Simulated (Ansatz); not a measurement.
Start from SnO2 in the rutile structure (space group P4_2/mnm, No. 136).

```xyz
6
Lattice="4.8276 0.0000 0.0000 0.0000 4.8276 0.0000 0.0000 0.0000 3.2381" Properties=species:S:1:pos:R:3 pbc="T T T"
Sn     0.0000     0.0000     0.0000
Sn     2.4138     2.4138     1.6191
O      1.4800     1.4800     0.0000
O      3.8938     0.9337     1.6191
O      0.9337     3.8938     1.6191
O      3.3475     3.3475     0.0000
```

Cartesian axes are those of the cell as printed.

The values are results of Ansatz (a quantum-chemistry and plane-wave program), PBE, PAW, cutoff 420 eV, no SOC, not measurements.

Strains are applied to the cell and any free atomic positions relax; under biaxial strain the out-of-plane vector relaxes too.

One change was made to it. Results:

```tsv
quantity	base	after
valence-band top at Γ (three highest levels, from the VBM)	0.00, -0.74, -0.74 eV	0.00, -0.73, -0.73 eV
pressure (mean of the normal stresses, compression positive)	0.0 kbar	10.8 kbar
hole mass	–	1.8 mₑ out of plane, 1.3 mₑ in plane (at Γ)
shortest interatomic distance	2.089 Å	2.080 Å
```

Task: Which change produced these results?
(A) biaxial strain −2.40 %, plane normal [001], relaxed out of plane
(B) biaxial strain −1.80 %, plane normal [001], relaxed out of plane
(C) biaxial strain −3.00 %, plane normal [001], relaxed out of plane
(D) biaxial strain −0.60 %, plane normal [001], relaxed out of plane

Result: D, biaxial strain −0.60 %, plane normal [001], relaxed out of plane. For comparison, the valence-band top at Γ in the other runs: biaxial strain −1.80 %, plane normal [001], relaxed out of plane gives 0.00, -0.71, -0.71 eV; biaxial strain −3.00 %, plane normal [001], relaxed out of plane gives 0.00, -0.69, -0.69 eV; biaxial strain −2.40 %, plane normal [001], relaxed out of plane gives 0.00, -0.70, -0.70 eV.

The levels and masses belong to the bands next to the band gap. Masses are band curvatures over ±0.01 Å⁻¹ around the edge. Stability against distortions was not tested.
